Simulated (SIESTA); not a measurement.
Input and output of a self-consistent single point for ZrZnNi4 (P1, 6 atoms in the cell) (SIESTA).

Method of the run: GGA PBEsol, numerical atomic orbitals DZP, PseudoDojo PBEsol standard norm-conserving potentials (rewritten from UPF to PSML) run with SIESTA.

The change in words: atoms moved at random. Reference geometry:
```
CELL_PARAMETERS angstrom
      0.00000     3.35467     3.35467
      3.35467     0.00000     3.35467
      3.35467     3.35467     0.00000
ATOMIC_POSITIONS crystal
  Zr 0.00000 0.00000 0.00000
  Zn 0.75000 0.75000 0.75000
  Ni 0.37592 0.87224 0.37592
  Ni 0.37592 0.37592 0.37592
  Ni 0.87224 0.37592 0.37592
  Ni 0.37592 0.37592 0.87224
```

Reference input (self-consistent single point, DFT, GGA PBEsol, numerical atomic orbitals DZP, PseudoDojo PBEsol standard norm-conserving potentials (rewritten from UPF to PSML)): XC.functional = GGA; XC.authors = PBEsol; potentials = PseudoDojo PBEsol standard; PAO.BasisSize = DZP; PAO.EnergyShift = 0.01 Ry; MeshCutoff = 300 Ry; kgrid.MonkhorstPack = 9 9 9; OccupationFunction = MP; OccupationMPOrder = 0; ElectronicTemperature = 136 meV; MaxSCFIterations = 150; SCF.Mixer.Method = Broyden. This run's input differs from it in these lines:

```diff
@@ -19,8 +19,8 @@
 %block AtomicCoordinatesAndAtomicSpecies
-     0.000000000    0.000000000    0.000000000  1
-     5.032005000    5.032005000    5.032005000  2
-     4.187164907    2.522175093    4.187164907  3
-     2.522175093    2.522175093    2.522175093  3
-     2.522175093    4.187164907    4.187164907  3
-     4.187164907    4.187164907    2.522175093  3
+     0.014371406    0.010040527    0.000667579  1
+     5.051602982    5.021441144    5.058168071  2
+     4.169338191    2.516274228    4.079778566  3
+     2.477209096    2.494696991    2.515616713  3
+     2.513603911    4.200053549    4.251302843  3
+     4.224566123    4.208178560    2.545151228  3
 %endblock AtomicCoordinatesAndAtomicSpecies
```

Output, abridged:

```
        iscf     Eharris(eV)        E_KS(eV)     FreeEng(eV)     dDmax    Ef(eV) dHmax(eV)
   scf:    1   -24784.575168   -25135.247897   -25135.351102  2.516165 -1.072855 90.441257
   scf:    2   -25265.799710   -25293.926469   -25293.972756  1.661271 -2.518827 23.036592
   scf:    3   -25305.584065   -25301.226502   -25301.258003  0.709891 -3.141782 12.047253
   scf:    4   -25302.002641   -25302.787511   -25302.824486  0.191207 -3.032620  7.801599
   scf:    5   -25304.118652   -25304.119037   -25304.153131  0.210865 -3.215777  3.829167
   [... 6 lines left out ...]
   scf:   12   -25304.593031   -25304.593044   -25304.624799  0.000537 -3.387047  0.006151
   scf:   13   -25304.593062   -25304.593053   -25304.624801  0.000168 -3.387420  0.001968
   scf:   14   -25304.593061   -25304.593057   -25304.624801  0.000073 -3.387622  0.001800
   scf:   15   -25304.593063   -25304.593060   -25304.624802  0.000091 -3.387782  0.000945
SCF Convergence by DM+H criterion
max |DM_out - DM_in|         :     0.0000905469
max |H_out - H_in|      (eV) :     0.0009452937
SCF cycle converged after 15 iterations

Using DM_out to compute the final energy and forces

siesta: E_KS(eV) =           -25304.5931

siesta: E_KS - E_eggbox =    -25304.5931

siesta: Atomic forces (eV/Ang):
     1   -0.009520   -0.220033    0.120530
     2   -0.008607    0.011702   -0.184447
     3    0.155135   -0.160639    0.934524
     4    0.331533    1.014237    0.109021
     5    0.471826   -0.509806   -0.856712
     6   -0.961031   -0.155535   -0.105311
   Tot   -0.020665   -0.020074    0.017605
   Max    1.014237
   Res    0.491386    sqrt( Sum f_i^2 / 3N )
   Max    1.014237    constrained

   [... lines left out ...]
siesta: FreeEng =    -25304.624802
   [... lines left out ...]
siesta:     0.044880   -0.001949   -0.000390
siesta:    -0.001949    0.042884    0.001147
siesta:    -0.000390    0.001147    0.046972

siesta: Cell volume =         75.505643 Ang**3

siesta: Pressure (static):
siesta:                Solid            Molecule  Units
siesta:          -0.00048916         -0.00035704  Ry/Bohr**3
siesta:          -0.04491226         -0.03278213  eV/Ang**3
siesta:         -71.95737933        -52.52275542  kBar
```

The run converged in 15 iterations. Against the reference run the free energy goes up by 22.0 meV/atom, the pressure goes from -8.25 to -7.20 GPa and the largest force goes from 0.135 to 1.103 eV/Å.

The starting cell comes from a database of computed structures (which also holds hypothetical and non-ambient phases and stackings), without a prior relaxation at this level. For this run, on top of that: atoms moved at random. Spin polarisation is off. Values carry the incompleteness of an atom-centred basis. With a pressure of about -7 GPa the cell is away from its equilibrium volume at this level. Forces in this geometry exceed 1 eV/Å.

Cost on one core of a shared machine: roughly 2 min.
